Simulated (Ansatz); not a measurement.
The starting structures come from a database of crystals and need not be the phases stable at ambient conditions.

 Where the default PAW files enter, the runs use the earlier of Ansatz's two default sets.

Tunnelling through a barrier is set by its complex band structure: the current falls as exp(−2κd) with the smallest κ.

Here is the system:

```
CELL_PARAMETERS angstrom
      4.41064     0.00000     0.00000
      0.00000    12.12100     0.13660
      0.00000    -1.07553     3.37908
ATOMIC_POSITIONS crystal
  V  0.11280 0.14787 0.14787
  V  0.11280 0.85213 0.85213
  V  0.88720 0.35213 0.85213
  V  0.88720 0.64787 0.14787
  O  0.00323 0.00000 0.00000
  O  0.99677 0.50000 0.00000
  O  0.47166 0.14470 0.14470
  O  0.47166 0.85530 0.85530
  O  0.52834 0.35530 0.85530
  O  0.52834 0.64470 0.14470
  O  0.00408 0.18119 0.68119
  O  0.00408 0.81881 0.31881
  O  0.99592 0.31881 0.31881
  O  0.99592 0.68119 0.68119
```

Space group of this cell: Pmmn. The cell was relaxed by PBE-D3(BJ); by r2SCAN its mean pressure is -3.0 GPa.

Transport runs along the normal of the first two printed cell vectors.

The gap is the functional's own. No spin-orbit coupling. Mid-gap values are interpolated on the energy grid.

Problem. Estimate the band gap and the smallest decay constant κ at mid-gap that r2SCAN run with Ansatz (a quantum-chemistry and plane-wave program) returns for this system.

Solution. Gap 2.19 eV on a 8×10×10 mesh; κ = 0.415 1/Å, at (0.000, 0.250) of the in-plane reciprocal vectors. At the zone centre, at the nearest computed energy, the slowest state has κ = 0.44 1/Å.
